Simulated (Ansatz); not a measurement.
The starting structures come from a database of crystals and need not be the phases stable at ambient conditions.

The decay constant κ of evanescent states in the gap governs leakage through a thin film.

Given:

```xyz
14
Lattice="6.2171 0.0000 0.0000 0.0000 6.2310 -0.0036 3.1085 -1.1542 4.3150" Properties=species:S:1:pos:R:3 pbc="T T T"
V      6.2171     0.9590     1.6197
V      3.1085     4.1178     2.6917
P      6.2171     4.1151     2.1316
P      3.1085     0.9617     2.1798
O      6.2171     0.8898     3.1801
O      3.1085     4.1869     1.1313
O      6.2171     5.2874     1.1068
O      3.1085    -0.2106     3.2046
O      4.9733     4.1735     3.0484
O      4.3523     0.9033     1.2630
O      1.8648     0.9033     1.2630
O      7.4608     4.1735     3.0484
O      3.1085     2.2760     3.0011
O      6.2171     2.8008     1.3103
```

The cell was relaxed by PBE-D3(BJ); by r2SCAN it stands under a pressure of -3.9 GPa.

Transport runs along the normal of the first two printed cell vectors.

No gap correction and no spin-orbit coupling; mid-gap is the computed energy nearest the middle.

### Question
Compute, with r2SCAN (Ansatz, a program for electronic structure), the band gap and the smallest decay constant κ at mid-gap.

### Answer
Gap 1.96 eV on a 8×6×8 mesh; κ = 0.528 1/Å, at the zone centre.
